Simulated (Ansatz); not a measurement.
**HgS under a change: pressure 30 GPa**

The parent structure is HgS in the zinc blende structure (space group F-43m, No. 216; a = 5.876 Å).

The change: cell and atoms relaxed at a pressure of 30 GPa.

Level of theory: PBEsol, PAW, 420 eV (Ansatz, an electronic-structure program; scalar-relativistic without spin-orbit coupling). k-mesh 10×10×10 (Γ-centred); smearing 0.05 eV (Fermi–Dirac).

```json
{
 "volume_per_atom": "19.51 Å³ (base 25.36 Å³)",
 "shortest_interatomic_distance": "2.332 Å (base 2.544 Å)",
 "band_gap": "zero (base zero)"
}
```

Cost of the whole job for the changed cell (relaxation, final SCF and bands): about 19 core-seconds (a rough figure).

The mesh was chosen for an insulator and is coarse for the gapless case. Spin-orbit coupling, missing from the scalar runs, can matter with Hg. Load acts through the strain it causes; cell and atoms are relaxed under it. Stability against distortions was not tested. Tetrahedral semiconductors of this kind turn to denser phases somewhere between about 1 and 50 GPa; those were not computed, so compressed cells here can lie past the real transition. The final runs are not spin-polarised. A zero or small gap of HgS can be the functional's error rather than a property of the material.
